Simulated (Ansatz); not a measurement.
We consider Cs₂AgBiBr₆ (model structure, started from the double perovskite type, Fm-3m, No. 225, 10 atoms in the cell), described by PBE-D3(BJ) (PAW; Ansatz, a quantum-chemistry and plane-wave program).

Numerical settings: plane-wave cutoff 500 eV, 6×6×6 k mesh, Fermi–Dirac smearing 0.05 eV, no spin polarisation, scalar-relativistic PAW data made under PBE.

Cell (relaxed at this level):

```cif
data_Ag4Bi4Br24Cs8
_chemical_formula_sum 'Cs8 Ag4 Bi4 Br24'
_space_group_name_H-M_alt 'Fm-3m'
_space_group_IT_number 225
_space_group_name_Hall '-F 4 2 3'
_cell_length_a 11.30680
_cell_length_b 11.30680
_cell_length_c 11.30680
_cell_angle_alpha 90.000
_cell_angle_beta 90.000
_cell_angle_gamma 90.000
loop_
_atom_site_label
_atom_site_type_symbol
_atom_site_symmetry_multiplicity
_atom_site_Wyckoff_symbol
_atom_site_fract_x
_atom_site_fract_y
_atom_site_fract_z
_atom_site_occupancy
Cs1 Cs 8 c 0.25000 0.25000 0.25000 1
Ag1 Ag 4 b 0.50000 0.50000 0.50000 1
Bi1 Bi 4 a 0.00000 0.00000 0.00000 1
Br1 Br 24 e 0.00000 0.00000 0.25270 1
```
(The calculation used a cell of 10 atoms; values per cell refer to that cell.)

Problem. What does this level give for the band gap?

Solution. 
- band gap: 1.25 eV (on the SCF k mesh)

Spin–orbit coupling is not included; with these elements it can move the gap by several tenths of an eV or more.

The computed numbers hold no vibrational or temperature effects.

It cost roughly 2.7 core-minutes of CPU time.

A model structure was made by putting elements into a prototype or built by hand; here it ended with the formula and space group of a phase in our tables.
